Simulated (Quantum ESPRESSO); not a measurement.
Troubleshooting Quantum ESPRESSO: a failed run on SrMg5 (Amm2, 6 atoms in the cell). The aim is a self-consistent single point with DFT, PBEsol, plane waves, GBRV 1.5 ultrasoft (PBESOL) pseudopotentials.

Cell that was meant: a = 5.3157 Å, b = 9.1243 Å, c = 9.1243 Å, α = 22.16°, β = 90.00°, γ = 90.00°.

Part of the input:

```fortran
/
&system
  ibrav = 0,
  nat = 7,
  ntyp = 2,
  ecutwfc = 40,
  ecutrho = 200,
```

The program printed (abridged):

```
     This program is part of the open-source Quantum ESPRESSO suite
     for quantum simulation of materials; please cite

 %%%%%%%%%%%%%%%%%%%%%%%%%%%%%%%%%%%%%%%%%%%%%%%%%%%%%%%%%%%%%%%%%%%%%%%%%%%%%%
     Error in routine read_cards (7):
     wrong number of columns in ATOMIC_POSITIONS
 %%%%%%%%%%%%%%%%%%%%%%%%%%%%%%%%%%%%%%%%%%%%%%%%%%%%%%%%%%%%%%%%%%%%%%%%%%%%%%

     stopping ...
```

Problem. From the messages shown, name the fault and mend the input.

Solution. The fault is an atom count that does not match the list of atoms; here the program stops on it instead of giving results. To fix it, make the count match the list. The program stopped before any SCF iteration.

The sound input it was made from differs as follows (other fixes are possible):
```diff
-  nat = 7,
+  nat = 6,
```

With that input, the run converged in 13 iterations: free energy E − TS -9464.3476 eV; Fermi level (on the code's own zero) 5.29 eV; pressure -0.77 GPa; largest force (vector length) 0.098 eV/Å (DFT, PBEsol, plane waves, GBRV 1.5 ultrasoft (PBESOL) pseudopotentials).

On the sound input: the starting cell comes from a database of computed structures (which also holds hypothetical and non-ambient phases and stackings), without a prior relaxation at this level.
